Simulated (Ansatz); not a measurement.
Take W in the bcc (W type) structure (space group Im-3m, No. 229; a = 3.135 Å) as the base.

Structures relaxed with LDA (Ansatz, a first-principles code), spin-orbit coupling left out.

Base:

Simulated powder pattern, Cu Kα1, λ = 1.54056 Å (kinematic, ideal powder, no thermal factors, no anomalous dispersion; the 8 strongest lines at most, above 2 %, up to 2θ = 90°):

```tsv
2θ (°)	I/Imax (%)	hkl
40.66	100	(110)
58.86	17	(200)
73.99	36	(211)
88.03	12	(220)
```

One thing is altered: a hydrostatic pressure of 22.5 GPa.

After the change:

Simulated powder pattern, Cu Kα1, λ = 1.54056 Å (kinematic, ideal powder, no thermal factors, no anomalous dispersion; the 8 strongest lines at most, above 2 %, up to 2θ = 90°):

```
2θ (°)  I/Imax (%)    hkl
------  ----------  -----
41.51          100  (110)
60.15           17  (200)
75.72           36  (211)
```

The indices refer to the base's conventional cell; one index is shown for lines that coincide.

Load acts through the strain it causes; cell and atoms are relaxed under it. Whether these cells are dynamically stable was not tested. Competing high-pressure phases were not computed. All final runs are without spin polarisation.
